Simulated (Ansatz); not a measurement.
The reference is BN in the h-BN type structure (space group P6_3/mmc, No. 194; layered, stacked along the Cartesian z axis).

```
CELL_PARAMETERS angstrom
      2.50059     0.00000     0.00000
     -1.25029     2.16557     0.00000
      0.00000     0.00000     6.52585
ATOMIC_POSITIONS crystal
  B  0.33333 0.66667 0.25000
  B  0.66667 0.33333 0.75000
  N  0.33333 0.66667 0.75000
  N  0.66667 0.33333 0.25000
```

The values are results of plane-wave PAW DFT at the r2SCAN+rVV10 level (Ansatz, an electronic-structure program, 500 eV), scalar-relativistic without spin-orbit coupling, not measurements.

Base values:

The width of the top valence band comes out as 3.33 eV and the lattice parameter a comes out as 2.501 Å. The smallest direct gap is 5.18 eV and the band gap comes out as 4.74 eV. The gap character is indirect, k = (0.267, 1/3, 0) in the run's primitive reciprocal basis → M.

Perturbation: cell and atoms relaxed at a pressure of 22.5 GPa.

Question: What happens to the width of the top valence band, lattice parameter a, smallest direct gap, band gap and gap character?

Answer: The width of the top valence band goes up by 0.337 eV, from 3.33 eV to 3.66 eV; the lattice parameter a falls by 0.0351 Å to 2.465 Å; the smallest direct gap decreases by 0.21 eV to 4.97 eV; the band gap falls by 0.19 eV (4.74 eV → 4.55 eV); the gap character goes from indirect, k = (0.267, 1/3, 0) in the run's primitive reciprocal basis → M to indirect, K–Γ (22 % along) → L–M (57 % along).

From pressure 22.5 GPa on, the axis ratios lie over 15 % from the base's, so the cell there is far from its starting form. Load acts through the strain it causes; cell and atoms are relaxed under it. Stability against distortions was not tested. Competing high-pressure phases were not computed.
